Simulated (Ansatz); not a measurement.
Start from BN in the wurtzite structure (space group P6_3mc, No. 186; a = 2.541 Å, c = 4.203 Å). Axes: x lies along a and z along c of the hexagonal cell.

Computed with plane-wave PAW DFT at the PBEsol level (Ansatz, a quantum-chemistry and plane-wave program, 420 eV), no SOC.

Now apply this change: the cell is stretched by 1.80 % along z with no lateral relaxation, atoms relaxed at fixed cell.

### Question
Predict the stress tensor and what it implies for the stiffness.

### Answer
Stress of the strained cell less that of the base (GPa, compression positive):
```
  -1.02    0.00    0.00
   0.00   -1.02    0.00
   0.00    0.00  -17.62
```

Then −Δσ_ii/ε with ε = 0.0180 gives secant stiffness values (nonlinear terms included at this strain): C33 ≈ 979 GPa, C13 ≈ 56 GPa and C23 ≈ 56 GPa.

As a check, the harmonic strain energy −½ V₀ Δσ:ε is 5.8 meV/atom; the computed energy rise is 6.0 meV/atom.

Stability against distortions was not tested.
